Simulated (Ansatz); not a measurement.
**Effect of pressure 3 GPa on SrTe**

Start from SrTe in the rock salt structure (space group Fm-3m, No. 225; a = 6.7190 Å).

It is then changed as follows: a hydrostatic pressure of 3 GPa.

Method: PBE (Ansatz, an electronic-structure program), scalar-relativistic without spin-orbit coupling. Γ-centred 9×9×9 mesh, Fermi–Dirac width 0.05 eV.

The volume per atom shrinks by 2.872 Å³ (37.92 Å³ → 35.04 Å³) and the lattice parameter a drops by 0.174 Å to 6.545 Å. The shortest interatomic distance shrinks by 0.0871 Å, from 3.360 Å to 3.272 Å and the enthalpy H = E + PV relative to the base's energy amounts to +0.68 eV/atom. The band gap drops by 0.208 eV, from 1.78 eV to 1.58 eV and the gap character stays indirect, Γ → X. The smallest direct gap drops by 0.15 eV (2.50 eV → 2.35 eV) and the mean gap deformation potential ΔEg/Δln V comes out as +2.6 eV. The width of the top valence band increases by 0.168 eV to 1.62 eV and the electron mass becomes 1.3 mₑ along k, 0.24 mₑ across (at X) (base: 1.3 mₑ along k, 0.26 mₑ across (at X)). The hole mass (degenerate bands, along [100]) changes from 0.16, 0.94, 0.94 mₑ (at Γ) to 0.15, 0.84, 0.84 mₑ (at Γ).

Final structure:

```
SrTe
1.0
    0.00000     3.27244     3.27244
    3.27244     0.00000     3.27244
    3.27244     3.27244     0.00000
Sr Te
1 1
Cartesian
  0.00000   0.00000   0.00000
  3.27244   3.27244   3.27244
```

Spin-orbit coupling, missing from the scalar runs, can matter with Te. Load acts through the strain it causes; cell and atoms are relaxed under it. Masses are band curvatures over ±0.01 Å⁻¹ around the edge. Along k means along the line from Γ to the band edge. Whether these cells are dynamically stable was not tested.
